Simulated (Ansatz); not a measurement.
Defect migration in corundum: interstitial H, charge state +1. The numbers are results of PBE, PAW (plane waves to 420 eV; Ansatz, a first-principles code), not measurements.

120-site cell at the relaxed PBE lattice, the Γ point alone, smearing 0.01 eV, spin-restricted, no finite-size correction. Energies are static. The charge state is imposed; whether it is stable for some Fermi level was not computed. Sites that were not tried may lie lower.

Barriers: single points on a 2×2×2 k-point mesh shifted by half a step along c at the bands' geometries.

The step: a direct jump of one H atom. Atoms about the jump, Cartesian Å from the middle of the jump, before and after:

```csv
atom,x0,y0,z0,x1,y1,z1
H1,0.26,-0.82,0.00,-0.26,0.82,0.00
O2,-0.46,1.55,0.86,-0.31,1.47,0.77
O3,-0.27,-1.19,0.77,-0.25,-1.33,0.86
Al4,0.50,0.26,1.82,0.56,0.07,1.82
O5,-1.21,0.04,-1.35,-1.15,0.11,-1.28
Al6,-2.03,-1.22,-0.06,-1.93,-1.23,0.01
Al7,-1.94,1.54,-0.50,-2.06,1.60,-0.57
O8,-2.68,0.27,0.84,-2.65,0.29,0.84
O9,2.12,0.27,0.86,2.16,0.25,0.86
Al10,0.46,0.16,-2.24,0.49,0.16,-2.24
O11,-0.99,0.17,3.04,-0.99,0.15,3.03
Al12,-1.94,1.55,2.19,-1.99,1.50,2.23
O13,1.20,1.64,-1.34,1.22,1.66,-1.35
O14,1.32,-1.24,-1.28,1.40,-1.22,-1.34
Al15,0.47,2.93,-0.01,0.54,3.01,-0.06
Al16,0.48,-2.77,-0.57,0.48,-2.61,-0.50
```

**Question.** Where do these atoms stand at the saddle point, and how high is it?

**Answer.** 
| atom | x | y | z |
|---|---|---|---|
| H1 | -0.39 | 0.15 | 0.37 |
| O2 | -0.41 | 1.37 | 0.77 |
| O3 | -0.29 | -1.10 | 0.72 |
| Al4 | 0.61 | 0.14 | 1.88 |
| O5 | -1.23 | 0.07 | -1.39 |
| Al6 | -2.02 | -1.24 | -0.06 |
| Al7 | -2.00 | 1.56 | -0.56 |
| O8 | -2.69 | 0.27 | 0.82 |
| O9 | 2.17 | 0.26 | 0.88 |
| Al10 | 0.47 | 0.16 | -2.23 |
| O11 | -0.97 | 0.16 | 3.05 |
| Al12 | -1.95 | 1.50 | 2.19 |
| O13 | 1.22 | 1.65 | -1.35 |
| O14 | 1.40 | -1.22 | -1.35 |
| Al15 | 0.50 | 2.92 | -0.05 |
| Al16 | 0.47 | -2.60 | -0.53 |
It lies 0.79 eV above the start and 0.79 eV above the end. The check of the saddle point's order was inconclusive.
